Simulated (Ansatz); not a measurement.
Where the default PAW files enter, the runs use the earlier of Ansatz's two default sets.

By PBEsol, the system below comes out a metal.

A figure of merit of an interconnect metal is its ballistic conductance per area.

Given:

```yaml
crystal:
  lattice:
    - [2.85971, 0.00000, 0.00000]
    - [0.00000, 4.04424, 0.00000]
    - [0.00000, 2.02212, 2.02212]
  atoms:
    - { symbol: Al, position: [0.50000, 0.50000, 0.00000] }
    - { symbol: Ni, position: [0.00000, 0.00000, 0.00000] }
```

Space group of this cell: Pm-3m, CsCl type. The cell is taken as given.

The current flows along the normal of the first two printed cell vectors, the (110) plane of the conventional cell. No spin-orbit coupling; the value is a mean over 0.1 eV about the Fermi level.

### Question
Estimate the ballistic conductance per area that PBEsol in Ansatz (a quantum-chemistry and plane-wave program) returns for this system.

### Answer
1.0 × 10¹⁵ S/m² for both spins.
